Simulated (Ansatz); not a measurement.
# Mo under a change: biaxial strain +0.35 %, plane normal [001], relaxed out of plane

The reference is Mo in the bcc (W type) structure (space group Im-3m, No. 229; a = 3.130 Å; relaxed with 0.1 eV smearing). Axes: x, y, z lie along the cube axes.

Modification: biaxial strain +0.35 %, plane normal [001], relaxed out of plane (Cartesian); in-plane vectors clamped, the third vector and the atoms free.

Computed with Kohn–Sham DFT with the PBEsol functional, run in Ansatz (an electronic-structure program) with PAW and 420 eV plane waves, no spin-orbit coupling. Γ-centred 29×29×29 mesh, Fermi–Dirac width 0.1 eV.

The energy goes up by 0.6 meV/atom and the band gap is still zero. The out-of-plane strain amounts to -0.24 %.

Final structure (turned so that z lies along the plane normal):

```yaml
crystal:
  lattice:
    - [3.14092, 0.00000, 0.00000]
    - [0.00000, 3.14092, 0.00000]
    - [1.57046, -1.57046, 1.56117]
  atoms:
    - { symbol: Mo, position: [0.00000, 0.00000, 0.00000] }
```

No phonon test of stability was made. The final runs are not spin-polarised.
